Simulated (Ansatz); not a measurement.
Ansatz (an electronic-structure program) run on Ta (Im-3m, 1 atom in the cell): relaxation of cell and atoms.

Method of the run: PBE, PAW files (plane waves; Ansatz).

The change in words: atoms on their sites; basis.ecutwfc: 420 eV → 355 eV; relax: default → cell and atoms. Reference geometry:
```xyz
1
Lattice="-1.6583 1.6583 1.6583 1.6583 -1.6583 1.6583 1.6583 1.6583 -1.6583" Properties=species:S:1:pos:R:3 pbc="T T T"
Ta     0.0000     0.0000     0.0000
```

Reference input (self-consistent single point, DFT, PBE, plane waves, PAW files): basis.ecutwfc = 420 eV; kpoints.mp_grid.grid = 14 14 14; hamiltonian.xc = pbe; hamiltonian.pseudopotentials = {kind: paw} (the program's default PAW files); scf.occupations.method = gaussian; scf.occupations.width = 0.1 eV. This run's input differs from it in these lines:

Ansatz 0.2 input:
```diff
@@ -8,3 +8,3 @@
 basis:
-  ecutwfc: 420.0
+  ecutwfc: 355.0
 kpoints:
@@ -16,2 +16,4 @@
   occupations: { method: gaussian, width: 0.1 }
+relax:
+  cell: {}
 output:
```

Log, with long lists cut:

```
   [... SCF lines of the steps left out ...]
relax step   1: F+E_penalty+E_count = -9933.23991604 eV  Δ(F+E_penalty+E_count) = +0.000e0 eV  max|allowed force component| = 0.000e0 eV/Å  Δτ_max = 0.0000 Å  P = +0.474 GPa  Ω = 18.239 Å³  (6 SCF iters, dr2 threshold 1.00e-7 eV, accepted)
relax step   2: F+E_penalty+E_count = -9933.23924219 eV  Δ(F+E_penalty+E_count) = +6.739e-4 eV  max|allowed force component| = 0.000e0 eV/Å  Δτ_max = 0.0000 Å  P = -1.424 GPa  Ω = 18.411 Å³  energy of the carried Pulay correction = -1.575e-4 eV  (3 [...]
relax step   3: F+E_penalty+E_count = -9933.23993907 eV  Δ(F+E_penalty+E_count) = -2.302e-5 eV  max|allowed force component| = 0.000e0 eV/Å  Δτ_max = 0.0000 Å  P = -0.005 GPa  Ω = 18.282 Å³  energy of the carried Pulay correction = -3.921e-5 eV  (5 [...]
relax step   4: F+E_penalty+E_count = -9933.23999523 eV  Δ(F+E_penalty+E_count) = -5.616e-5 eV  max|allowed force component| = 0.000e0 eV/Å  Δτ_max = 0.0000 Å  P = -0.000 GPa  Ω = 18.282 Å³  stress off target by 1.86e-4 GPa  SCF on the basis [...]
basis re-selected at this cell: Δ(F+E_penalty+E_count) = -5.616e-5 eV, ΔP = +0.004 GPa vs the last step
Stability not checked: this state was not tested for a lower state beside it, because too few of the mixer's solves of this state at the end of the SCF gave a …
Free energy (F): -9933.239995 eV
Internal energy: -9933.235439 eV  (E = F + TS)
E sigma→0 (E₀):  -9933.237717 eV
Entropy (-TS):   -0.004556 eV (-4.556 meV/atom)
Fermi energy:    18.187369 eV
--- Forces (eV/Å), atoms counted from 1 ---
  atom   1  Ta     0.00000000     0.00000000     0.00000000
   [... lines left out ...]
to start a new deck from the relaxed geometry:
  cell:  # Å, volume = 18.2819 Å³
    - [-1.6595383054876933, 1.6595383054876933, 1.6595383054876933]
    - [1.6595383054876933, -1.6595383054876933, 1.6595383054876933]
    - [1.6595383054876933, 1.6595383054876933, -1.6595383054876933]
  atoms:
    - { symbol: Ta, position: [0.0, 0.0, 0.0] }
```

The run converged. 

Summary of the result:
* **Free energy E − TS (on the zero of these files)**: -9933.2400 eV
* **Fermi level (on the code's own zero)**: 18.19 eV
* **Pressure**: 0.00 GPa
* **Final cell**: a = b = c = 2.874 Å, α = β = γ = 109.47°
* **Final volume per atom**: 18.28 Å³
* **Relaxation steps**: 4

The starting cell has typed, rounded lattice constants, without a prior relaxation at this level. Its lattice was rescaled by up to half a per cent. Spin polarisation is off. The relaxation keeps the symmetry of its start, so its end need not be a minimum. Ansatz's pressure includes its estimate of the finite-basis (Pulay) stress. The cutoff lies below the one recommended for these files.
